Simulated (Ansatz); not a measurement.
Take Mg in the bcc (W type) structure (space group Im-3m, No. 229; a = 3.556 Å; a cell from a computed database, its experimental status unchecked) as the base. Axes: x, y, z lie along the cube axes.

All numbers come from PBEsol (Ansatz, an electronic-structure program; PAW; 420 eV plane waves; no spin-orbit coupling).

Now apply this change: a free-standing slab of 7 layers (7 atoms, 1 a layer) is cut normal to [110], with 15 Å of vacuum and the in-plane cell held at bulk.

Q: How does this affect the excess energy per area of both faces and change of the spacing d23 from its bulk value of 2.515 Å?

A: The excess energy per area of both faces (slab less bulk energy over the cell's area: twice a surface energy) comes out as 1.3 J/m² (uncertain by up to 0.1 J/m²); the change of the spacing d23 from its bulk value of 2.515 Å amounts to +0.6 %.

Slab and bulk use different k-meshes, which limits the precision of the excess energy. No phonon test of stability was made. This is not the structure that Mg has at room temperature and ambient pressure.
